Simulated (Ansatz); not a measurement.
Cl on several surfaces, at the site that PBE finds strongest, against ½ Cl2(g): adsorption energy (eV) by functional, in Ansatz (plane waves, PAW). All structures are PBE's; the other columns are single points with references at the same level. No spin-orbit coupling, Hubbard U or dispersion. The rows are a random draw from the class, without slabs that broke up, higher cuts of a face and adsorbates that left their site.

Host crystals: corundum, with a band gap; monoclinic HfO2, with a band gap; rock-salt MgO, with a band gap; 3C silicon carbide, with a band gap; anatase TiO2, with a band gap (PBE, scalar-relativistic without spin-orbit coupling).

| system | PBE (eV) | r2SCAN (eV) |
|---|---|---|
| corundum (0001) (cut with Al on top), top Al, 20 Å² an adsorbate | -0.30 | ? |
| rock-salt MgO (100) (cut with Mg + O on top), bridge Mg-O, 36 Å² an adsorbate | 0.16 | -0.03 |
| 3C silicon carbide (110) (cut with C + Si on top), bridge C-Si, 54 Å² an adsorbate | -1.83 | -2.19 |
| monoclinic HfO2 (100) (cut with 2 O on top), hollow O-O-O, 28 Å² an adsorbate | -0.01 | -0.22 |
| anatase TiO2 (101) (cut with O on top), top O #2, 40 Å² an adsorbate | 0.91 | 0.74 |

Question: Fit a straight line y = a·x + b by least squares to the 4 complete rows (x: PBE (eV); y: r2SCAN (eV)).

Answer: the means are x̄ = -0.1925 and ȳ = -0.4250; Σ(x − x̄)² = 4.0545 and Σ(x − x̄)(y − ȳ) = 4.3513, so a = 1.073 and b = ȳ − a·x̄ = -0.218. The largest residual is 0.018.

Question: What does the line predict for the withheld row, corundum (0001) (cut with Al on top), top Al, 20 Å² an adsorbate, and what did the calculation give?

Answer: the line gives -0.54; the calculation gave -0.27, a miss of 0.27, larger than any residual of the fitted rows.

Ansatz is a quantum-chemistry and plane-wave program.
